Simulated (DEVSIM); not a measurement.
Structure: Mo/Si3N4/SiO2/p-Si capacitor, at 300 K.

Layer 1 from the left is Si3N4, thickness (nm) 15.0. Layer 2 from the left is SiO2, thickness (nm) 1.20. Layer 3 from the left is Si, thickness (nm) 2700, Na (cm⁻³) 4.6e16.

Metal gate on the left, work function 4.6 eV. Fixed charge at the semiconductor interface 1.5e11 cm⁻² (in units of +e); no interface traps.

Constants are typed, rounded textbook-type inputs, not results; the design itself was drawn at random and stands for no fabricated device. Values at 300 K.

Si3N4: gap (eV) 5.1, affinity (eV) 2.1, permittivity 7.5. SiO2: gap (eV) 9, affinity (eV) 0.9, permittivity 3.9. Si: gap (eV) 1.124, affinity (eV) 4.05, permittivity 11.7, Nc (cm⁻³) 2.86e19, Nv (cm⁻³) 3.1e19.

Model (solved in DEVSIM): 1D Poisson equation in equilibrium, Boltzmann statistics, complete ionisation; no quantum confinement or tunnelling. Metal contacts follow the ideal Schottky-Mott rule: no Fermi-level pinning, no interface dipoles.

### Question
What does the simulation give for the threshold voltage (band bending 2φF), the flat-band voltage?

### Answer
threshold voltage (band bending 2φF) 0.61 V; flat-band voltage -0.47 V.
